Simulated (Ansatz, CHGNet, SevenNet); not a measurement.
# NiAs-type NiSb: properties by level of theory

Reference values: lattice constant a 3.946 Å (measured, temperature not stated, no zero-point or thermal correction; as tabulated in Wikipedia's data pages); lattice parameter c 5.148 Å (measured, temperature not stated, not corrected to a static lattice; as tabulated in Wikipedia's data pages); formation enthalpy -0.34 eV/atom (measured, 298 K, no zero-point or thermal correction, our sources range from -0.434 to -0.340; as tabulated in Zhang et al. (2018), doi:10.1038/s41524-018-0065-z).

```tsv
level (code)	equilibrium lattice constant a (Å)	lattice parameter c (Å)	formation enthalpy (eV/atom)
CHGNet 0.3.0	3.946	5.215	-0.404
SevenNet-0	3.976	5.126	…
r²SCAN (Ansatz)	3.931	…	…
```

Question: Fill in the missing entries.

Answer: 
- SevenNet-0, formation enthalpy (eV/atom): -0.285
- r²SCAN (Ansatz, a quantum-chemistry and plane-wave program), lattice parameter c (Å): 5.120
- r²SCAN (Ansatz), formation enthalpy (eV/atom): -0.255

Differences from the reference values (errors of the level alone only where the reference is corrected to a static lattice):

```json
[
 {"level": "CHGNet 0.3.0", "lattice constant a (%)": "0.00", "lattice parameter c (%)": "+1.30"},
 {"level": "SevenNet-0", "lattice constant a (%)": "+0.76", "lattice parameter c (%)": "-0.43"},
 {"level": "r²SCAN", "lattice constant a (%)": "-0.38", "lattice parameter c (%)": "-0.54"}
]
```

Nearest: lattice constant a, not ranked (reference at room or unstated temperature); lattice parameter c, not ranked (reference at room or unstated temperature).

Machine-learned potentials (CHGNet 0.3.0, SevenNet-0) are trained on DFT data: a solid inside that data is no test of them.

Caveats: the energies of CHGNet 0.3.0 can hold anion corrections fitted to measured formation enthalpies (CHGNet 0.3.0). Ansatz's density-functional and Hartree–Fock values are scalar-relativistic unless marked +SOC, with PAW data made under PBE.

The crystal itself was run without spin with r²SCAN; a magnetic state was not tried in these runs.

Differences are worked out from the printed values.

Static lattice: no zero-point or thermal effects.
